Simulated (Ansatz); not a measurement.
CdTe (I-4m2), Ansatz (a quantum-chemistry and plane-wave program) with r2SCAN with spin-orbit coupling, rigid bands: Condition of this run: biaxial stress in (001) of -1 GPa (compression positive) (the target of the relaxation). band gap 0.88 eV, N_c = 7.07e17 cm⁻³ and N_v = 5.43e18 cm⁻³ at 300 K, conductivity masses along x (a = (0.00, 3.33, 3.12) Å; b = (3.33, 0.00, 3.12) Å; c = (3.33, 3.33, 0.00) Å) of 0.0963 mₑ (electrons) and 0.551 mₑ (holes). Take k_BT = 0.02585 eV.

Q: Find the intrinsic carrier density and the intrinsic Fermi level.

A: n_i = √(N_c N_v) exp(−E_g/2k_BT) = 1.96e18 × exp(−17.02) = 8.0e10 cm⁻³. The level lies (k_BT/2) ln(N_v/N_c) = 26 meV from mid-gap (positive towards the conduction band). Each 0.1 eV added to the gap lowers n_i by a factor of 6.9.

Q: A film of it is 8 nm thick, with its normal along the direction named. Estimate the confinement energies in an infinite well.

A: ħ²π²/(2m t²) = 0.376 eV·nm²/(m/mₑ × t²) gives 61.0 meV for electrons and 10.7 meV for holes, so the gap would widen to about 0.95 eV. Finite barriers and nonparabolic bands lower this, and with several valleys or bands the heaviest mass along the normal sets the lowest level, not this average.

Q: What thermal injection velocity √(2k_BT/πm) limits a ballistic channel along the direction named?

A: 1.73e7 cm/s for electrons and 7.25e6 cm/s for holes, a ratio of √(m_h/m_e) = 2.39, for dilute carriers.

Rigid, parabolic bands with the computed gap; masses take one relaxation time for all states. Geometry: cell and atoms relaxed with PBEsol.
